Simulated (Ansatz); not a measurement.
**Pressure series in BaAg2GeS4**

Base system: BaAg2GeS4 (space group I-42m, No. 121; a = 6.726 Å, c = 8.050 Å).

Cell and atoms are relaxed at each pressure.

Method: PBEsol (Ansatz, a program for electronic structure), scalar-relativistic without spin-orbit coupling.

Two rows of this table had their results exchanged by mistake.

| pressure | volume per atom (Å³) | shortest distance (Å) | band gap |
|---|---|---|---|
| pressure −2 GPa | 23.82 | 2.237 | 0.54 eV |
| pressure −1 GPa | 23.26 | 2.230 | 0.51 eV |
| pressure 0.3 GPa | 22.63 | 2.222 | 0.48 eV |
| pressure 0.7 GPa | 22.45 | 2.220 | 0.47 eV |
| pressure 1.5 GPa | 22.12 | 2.215 | 0.46 eV |
| pressure 3 GPa | 19.58 | 2.181 | 0.38 eV |
| pressure 5 GPa | 20.89 | 2.199 | 0.41 eV |
| pressure 7.5 GPa | 20.19 | 2.189 | 0.40 eV |
| pressure 10 GPa | 21.55 | 2.208 | 0.43 eV |

Task: Which two?

Result: The rows for pressure 3 GPa and pressure 10 GPa: the volume has to fall steadily with pressure, so 21.55 Å³ belongs to pressure 3 GPa and 19.58 Å³ to pressure 10 GPa.

Load acts through the strain it causes; cell and atoms are relaxed under it. Whether these cells are dynamically stable was not tested. Competing high-pressure phases were not computed.
